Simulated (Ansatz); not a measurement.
Base system: PbS in the rock salt structure (space group Fm-3m, No. 225; a = 5.9745 Å).

Levels (all Ansatz, a program for electronic structure, PAW): r2SCAN (500 eV, scalar-relativistic without spin-orbit coupling); HSE06 (420 eV, no spin-orbit coupling).

The geometry is relaxed with r2SCAN.

| Quantity | Result |
|---|---|
| r2SCAN lowest conduction level above the VBM at special points | L 0.69 eV; W 2.49 eV; U 3.63 eV; Γ 5.51 eV |

With HSE06 at the same geometry, the lowest conduction level above the VBM at special points becomes L 0.88 eV; W 2.78 eV; U 3.97 eV; Γ 5.99 eV (r2SCAN: L 0.69 eV; W 2.49 eV; U 3.63 eV; Γ 5.51 eV).

Single points use the geometry relaxed with r2SCAN. HSE06 gaps are upper bounds (no full band path). The levels and masses belong to the bands next to the band gap. Stability against distortions was not tested.
